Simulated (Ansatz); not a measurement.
## A computed series for CdSe: response to strain

The reference is CdSe in the zinc blende structure (space group F-43m, No. 216).

```
CELL_PARAMETERS angstrom
      0.00000     3.09821     3.09821
      3.09821     0.00000     3.09821
      3.09821     3.09821     0.00000
ATOMIC_POSITIONS crystal
  Cd 0.00000 0.00000 0.00000
  Se 0.25000 0.25000 0.25000
```

Strains are applied to the cell and any free atomic positions relax.

Level of theory: Ansatz (a quantum-chemistry and plane-wave program) PBE, no SOC.

Candidates:
(a) isotropic strain +1.00 %
(b) isotropic strain −0.50 %
(c) isotropic strain +2.50 %

Base values:

```
Item        Value
--------  -------
Band gap  0.49 eV
```

Order them by band gap, highest first.

(b) isotropic strain −0.50 % (0.53 eV), (a) isotropic strain +1.00 % (0.43 eV), (c) isotropic strain +2.50 % (0.34 eV)

Whether these cells are dynamically stable was not tested.
